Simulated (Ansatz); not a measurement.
Abridged Ansatz (a quantum-chemistry and plane-wave program) output:

```
Relaxation: its limit of steps is 60 (relax.max_steps)
Pseudopotential: Hf, paw, valence charge 26
Pseudopotential: O, paw, valence charge 6
Crystal: 3 atoms, lattice volume = 32.367 Å³
Basis set: ecut = 500 eV, 869 PW (Γ), exchange–correlation on 108×108×108 points (64 copies of the dense FFT grid, shifted against one another)
Bands: 23, of which v1, the nominal top of the filled ones, is band 19 counted from 1 (18 counted from 0)
Symmetry: 48 space group operations
k-points: 56 of 1331
Functional: x = r2scan, c = r2scan; τ floored in thin density (d = 2e-4 eV/Å³)
SCF iter   1: F=—  HF=-16877.066368 eV  |F-HF|=—  |Δ(HF+E_count)|=         —  Δρ=8.88e-2  dr2=1.82e0  dr2_τ=1.82e-1  ethr=3.10e-3  ⟨swp⟩=5.1  Hψ=4970  notcnv=0
SCF iter   2: F=—  HF=-16876.885097 eV  |F-HF|=—  |Δ(HF+E_count)|=   1.81e-1  Δρ=3.35e-2  dr2=2.39e-1  dr2_τ=4.45e-2  ethr=3.10e-3  ⟨swp⟩=2.8  Hψ=3085  notcnv=0
SCF 1 converged in 8 iterations: F = -16876.914912 eV  dr2 = 7.76e-9
relax step   1: F+E_penalty+E_count = -16876.91491242 eV  Δ(F+E_penalty+E_count) = +0.000e0 eV  max|allowed force component| = 7.710e-19 eV/Å  Δτ_max = 0.0000 Å  P = -0.001 GPa  Ω = 32.367 Å³  (8 SCF iters, dr2 threshold 1.00e-7 eV, accepted)
[... steps on the carried basis left out ...]
relax step   4: F+E_penalty+E_count = -16876.91451875 eV  Δ(F+E_penalty+E_count) = -6.909e-5 eV  max|allowed force component| = 9.637e-18 eV/Å  Δτ_max = 0.0000 Å  P = -1.003 GPa  Ω = 32.488 Å³  stress off target by 2.97e-3 GPa  SCF on the basis re-selected at this cell (its energy is not comparable with the rows above)  (6 SCF iters)
SCF converged after 6 iterations
Free energy (F): -16876.914519 eV
Internal energy: -16876.914519 eV  (E = F + TS)
E sigma→0 (E₀):  -16876.914519 eV
Fermi energy:    16.675059 eV
--- Forces (eV/Å), atoms counted from 1 ---
  atom   1  Hf     0.00000000    -0.00000000     0.00000000
  atom   2  O      0.00000000     0.00000000     0.00000000
  atom   3  O     -0.00000000    -0.00000000    -0.00000000
--- Stress (GPa, compression-positive) ---
       -1.002965      -0.000000      -0.000000
       -0.000000      -1.002965       0.000000
       -0.000000      -0.000000      -1.002965
  P = ⅓ Tr σ = -1.0030 GPa (-10.030 kbar)
--- Relaxed structure (3 steps of the walk, 3 accepted, 1 SCFs on fresh bases) ---
  cell:  # Å, volume = 32.4881 Å³
    - [-1.2738430082238974e-35, 2.532589892890537, 2.532589892890537]
    - [2.532589892890537, 9.553822561679236e-36, 2.532589892890537]
    - [2.532589892890537, 2.532589892890537, 7.32459729728741e-35]
  atoms:
    - { symbol: Hf, position: [-5.169797826281358e-36, -4.4386318532475595e-36, 8.809104166636034e-36] }
    - { symbol: O, position: [0.25, 0.25, 0.25] }
    - { symbol: O, position: [0.7500000000000001, 0.7500000000000001, 0.7500000000000001] }
```

Q: What was computed, and what are the main results?

A: HfO2, 3 atoms in the cell, with r2SCAN (Ansatz; PAW; 500 eV plane waves; scalar-relativistic without spin-orbit coupling), earlier PAW set, from a series relaxed to a target (pressure −1 GPa). The last SCF converged to F = -16876.914519 eV, or -5625.6382 eV per atom, at a pressure of -1.00 GPa. The total energy compares only with runs of the same code, potentials and settings.

Spin-orbit coupling, missing from the scalar runs, can matter with Hf. Load acts through the strain it causes; cell and atoms are relaxed under it. No phonon test of stability was made. The cell was made from HfO2 in the fluorite structure (space group Fm-3m, No. 225) by this change: pressure −1 GPa. This is not the structure that HfO2 has at room temperature and ambient pressure.

Keys are those of Ansatz 0.2.
